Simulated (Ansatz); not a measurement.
Base system: BeS in the zinc blende structure (space group F-43m, No. 216; a = 4.869 Å).

The values are results of Ansatz (an electronic-structure program) r2SCAN, no spin-orbit coupling, not measurements.

For the base:

* **Electron mass**: 0.79 mₑ along k, 0.29 mₑ across (at X)
* **Band gap**: 3.59 eV

The change: a hydrostatic pressure of 18 GPa.

**Question.** Estimate the effect on the electron mass.

**Answer.** The electron mass becomes 0.75 mₑ along k, 0.26 mₑ across (at X) (base: 0.79 mₑ along k, 0.29 mₑ across (at X)).

**Question.** Estimate the effect on the band gap.

**Answer.** The band gap falls by 0.36 eV (3.59 eV → 3.23 eV).

Load acts through the strain it causes; cell and atoms are relaxed under it. Masses are band curvatures over ±0.01 Å⁻¹ around the edge. Along k means along the line from Γ to the band edge. Stability against distortions was not tested. No other phases were tried under pressure.
